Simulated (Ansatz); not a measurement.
CaC₆ (R-3m, No. 166, 7 atoms in the cell), treated with PBE (PAW; Ansatz, a quantum-chemistry and plane-wave program).

Settings: plane-wave cutoff 520 eV, 16×16×16 k mesh, Fermi–Dirac smearing 0.05 eV, scalar-relativistic PAW data made under PBE.

The cell is scaled about its equilibrium volume:

Shape and atoms are relaxed at each volume.

```
V (Å³/atom)  P (GPa)   c (Å)  a (Å)
-----------  -------  ------  -----
10.101          4.75  13.092  4.325
10.311          2.17  13.306  4.335
10.522          0.01  13.529  4.343
10.732         -1.84  13.756  4.350
10.943         -3.26  13.997  4.354
```

Note: the relaxation could not lower the start's symmetry, so the cell can be a saddle point above a distorted one; the bulk modulus comes from volumes at which shape and atoms were relaxed.
